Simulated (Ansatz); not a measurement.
Cells marked so need not be the phases stable at ambient conditions, and some may be hypothetical.

The gap is the functional's own. No spin-orbit coupling. Mid-gap values are interpolated on the energy grid.

A. KAsF₆ (R-3, not sure to be the ambient phase, 8 atoms a cell, 13.8 Å³ an atom, 2 GPa at this level), along the normal of (101)
B. BaZnBO₃F (P-6, not sure to be the ambient phase, 7 atoms a cell, 14.2 Å³ an atom, -5 GPa at this level), along the normal of (100)
C. CsNbN2 (Fd-3m, not sure to be the ambient phase, 8 atoms a cell, 22.5 Å³ an atom, -3 GPa at this level), along the normal of (111)

**Question.** Rank these by mid-gap decay constant of the slowest evanescent state (lowest first), as PBEsol in Ansatz (a first-principles code) gives it.

**Answer.** C (0.17 1/Å), B (0.36 1/Å), A (0.53 1/Å)
